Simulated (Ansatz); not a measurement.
CsCl-type CuZn was calculated with r²SCAN (Ansatz, a first-principles code, plane waves, PAW).

Settings: plane-wave cutoff 560 eV, 18×18×18 k mesh, Fermi–Dirac smearing 0.05 eV, no spin polarisation, scalar-relativistic PAW data made under PBE.

Computed at the level's own relaxed cell.

### Question
Give the computed equilibrium volume per atom, bulk modulus, equilibrium lattice constant a and pressure derivative B′ of the bulk modulus.

### Answer

- equilibrium volume per atom: 12.44 Å³/atom
- bulk modulus: 134 GPa
- equilibrium lattice constant a: 2.919 Å
- pressure derivative B′ of the bulk modulus: 4.9

The run finds no gap.

Measured, for comparison: equilibrium volume per atom 12.93 Å³/atom, lattice constant a 2.958 Å (temperature not stated, not corrected to a static lattice; as tabulated in First-Principles Study on the Electrical and Thermal Conductivities of Cu–Zn …); bulk modulus 116 GPa (temperature not stated, not corrected to a static lattice; as tabulated in Nepal et al. (2020), arXiv:2007.11150). Computed (rounded) less measured: equilibrium volume per atom -3.8 %, bulk modulus +16 %, lattice constant a -1.3 %. A static lattice is as a rule a little smaller and stiffer than an uncorrected measurement, which narrows the difference in the lattice constant a and would widen misses of the other sign.

It cost about 2.2 core-minutes (a rough figure) of CPU time.
